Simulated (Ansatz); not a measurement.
Take ZrS$_{2}$ in the CdI2 type structure (space group P-3m1, No. 164; a = 3.635 Å, c = 5.720 Å; layered, stacked along the Cartesian z axis) as the base.

Modification: the cell is scaled by 1.0089 in all directions; the atoms relax in the strained cell.

Levels (all Ansatz, a first-principles code, PAW): PBE-D3(BJ) (420 eV, spin-orbit coupling left out); HSE06+SOC (420 eV, with spin-orbit coupling).

The geometry is relaxed with PBE-D3(BJ).

PBE-D3(BJ) lowest conduction level above the VBM at special points: L 0.78 eV; M 0.95 eV; A 1.38 eV; Γ 1.42 eV

Q: How does going to HSE06+SOC change the lowest conduction level above the VBM at special points and valence-band top at Γ?

A: The lowest conduction level above the VBM at special points changes from L 0.78 eV; M 0.95 eV; A 1.38 eV; Γ 1.42 eV to L 1.54 eV; M 1.70 eV; A 2.23 eV; Γ 2.27 eV; the valence-band top at Γ (three highest Kramers pairs, from the VBM) is 0.00, -0.23, -0.34 eV.

Single points use the geometry relaxed with PBE-D3(BJ). HSE06 gaps are upper bounds (no full band path). The spin-orbit shifts are approximate. The levels and masses belong to the bands next to the band gap. Stability against distortions was not tested.
